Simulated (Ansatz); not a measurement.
The reference is MoS2 in the 3R-MoS2 type structure (space group R3m, No. 160; layered, stacked along the Cartesian z axis).

```
CELL_PARAMETERS angstrom
      1.58761     0.91661     6.19494
     -1.58761     0.91661     6.19494
      0.00000    -1.83321     6.19494
ATOMIC_POSITIONS crystal
  Mo 0.00000 0.00000 0.00000
  S  0.75030 0.75030 0.75030
  S  0.58300 0.58300 0.58300
```

Cartesian axes are those of the cell as printed.

Method: r2SCAN+rVV10 (Ansatz, a quantum-chemistry and plane-wave program), no spin-orbit coupling.

Base values:

- Volume per atom = 18.03 Å³
- Hole mass = 0.85 mₑ along k, 0.69 mₑ across (at T)
- Smallest direct gap = 1.79 eV

One thing is altered: biaxial strain −3.33 %, plane normal [001], relaxed out of plane (Cartesian); in-plane vectors clamped, the third vector and the atoms free.

### Question
Estimate the effect on the volume per atom, hole mass and smallest direct gap.

### Answer
The volume per atom decreases by 0.84 Å³, from 18.03 Å³ to 17.19 Å³; the hole mass goes from 0.85 mₑ along k, 0.69 mₑ across (at T) to 0.68 mₑ along k, 1.2 mₑ across (at T); the smallest direct gap increases by 0.44 eV (1.79 eV → 2.23 eV).

Masses are band curvatures over ±0.01 Å⁻¹ around the edge. Along k means along the line from Γ to the band edge. Whether these cells are dynamically stable was not tested.
